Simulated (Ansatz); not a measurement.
For Au (model structure, started from the diamond type, Fd-3m, No. 227, 2 atoms in the cell), PBE in Ansatz (PAW) gives:

| Quantity | Value |
|---|---|
| lattice parameter a | 6.161 Å |
| cohesive energy | 2.33 eV/atom |

### Question
What does r²SCAN (Ansatz, a quantum-chemistry and plane-wave program, plane waves, PAW) give for the same quantities?

### Answer

- lattice constant a: 6.075 Å (decreases by 1.4 %)
- cohesive energy: 2.63 eV/atom (grows by 0.30 eV/atom)

Changes are worked out from the printed values.

Unless a cell is named, each level is at its own relaxed cell (PBE 29.23, r²SCAN 28.03 Å³/atom).

Levels without +SOC leave out spin–orbit coupling, which shifts energies and cells of such heavy elements.

Ansatz's density-functional and Hartree–Fock values are scalar-relativistic unless marked +SOC, with PAW data made under PBE.

A model structure was made by putting elements into a prototype or built by hand; it is no filed structure, need not be a known phase, and can be a saddle point held by its symmetry.
